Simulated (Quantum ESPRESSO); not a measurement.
Input and output of a self-consistent single point for Al2Pt (Fm-3m, 3 atoms in the cell) (Quantum ESPRESSO).

Method: LDA (PZ), PSlibrary ultrasoft (LDA) pseudopotentials (plane waves; Quantum ESPRESSO).

```
Al2Pt
1.0
    0.00000     2.98486     2.98486
    2.98486     0.00000     2.98486
    2.98486     2.98486     0.00000
Al Pt
2 1
Cartesian
  1.49243   1.49243   1.49243
  4.47728   4.47728   4.47728
  0.00000   0.00000   0.00000
```

Reference input (self-consistent single point, DFT, PBE, plane waves, PSlibrary ultrasoft (PBE) pseudopotentials): ecutwfc = 45 Ry; ecutrho = 450 Ry; occupations = smearing; smearing = gaussian; degauss = 0.0099958 Ry; potentials = {Al: Al.pbe-n-rrkjus_psl.1.0.0.UPF, Pt: Pt.pbe-n-rrkjus_psl.1.0.0.UPF}; K_POINTS = automatic 7 7 7 0 0 0; conv_thr = 1e-10 Ry. This run's input differs from it in these lines:

```diff
@@ -23,4 +23,4 @@
 ATOMIC_SPECIES
-Al    26.9815  Al.pbe-n-rrkjus_psl.1.0.0.UPF
-Pt   195.0840  Pt.pbe-n-rrkjus_psl.1.0.0.UPF
+Al    26.9815  Al.pz-n-rrkjus_psl.1.0.0.UPF
+Pt   195.0840  Pt.pz-n-rrkjus_psl.1.0.0.UPF
 CELL_PARAMETERS {alat}
```

Output (repeated stretches shortened):

```
     Self-consistent Calculation

     iteration #  1     ecut=    45.00 Ry     beta= 0.70

     Threshold (ethr) on eigenvalues was too large:
     Diagonalizing with lowered threshold

     total energy              =     -75.61915049 Ry
     estimated scf accuracy    <       0.12249165 Ry

     iteration #  2     ecut=    45.00 Ry     beta= 0.70

     total energy              =     -75.63186921 Ry
     estimated scf accuracy    <       0.14508218 Ry

     iteration #  3     ecut=    45.00 Ry     beta= 0.70

     total energy              =     -75.66136608 Ry
     estimated scf accuracy    <       0.00147210 Ry

   [... 6 blocks of this kind left out ...]

     iteration # 10     ecut=    45.00 Ry     beta= 0.70

     total energy              =     -75.66243706 Ry
     estimated scf accuracy    <          3.0E-09 Ry

     iteration # 11     ecut=    45.00 Ry     beta= 0.70
     End of self-consistent calculation

     the Fermi energy is     9.0470 ev

!    total energy              =     -75.66243707 Ry
     estimated scf accuracy    <          7.0E-13 Ry
     smearing contrib. (-TS)   =      -0.00124352 Ry
     internal energy E=F+TS    =     -75.66119355 Ry

     convergence has been achieved in  11 iterations

     Forces acting on atoms (cartesian axes, Ry/au):

     atom    1 type  1   force =     0.00000000    0.00000000    0.00000000
   [... zero for the other atoms too ...]

     Total force =     0.000000     Total SCF correction =     0.000000

          total   stress  (Ry/bohr**3)                   (kbar)     P=      -72.32
  -0.00049160  -0.00000000  -0.00000000          -72.32       -0.00       -0.00
  -0.00000000  -0.00049160  -0.00000000           -0.00      -72.32       -0.00
  -0.00000000  -0.00000000  -0.00049160           -0.00       -0.00      -72.32

   JOB DONE.
```

The run converged in 11 iterations. Against the reference run the pressure goes from -1.24 to -7.23 GPa.

The starting cell comes from a database of computed structures (which also holds hypothetical and non-ambient phases and stackings), without a prior relaxation at this level. Its lattice was rescaled by a random factor within 2.5 % of one. Spin polarisation is off. With a pressure of about -7 GPa the cell is away from its equilibrium volume at this level.

Cost on one core of a shared machine: roughly 50 s.
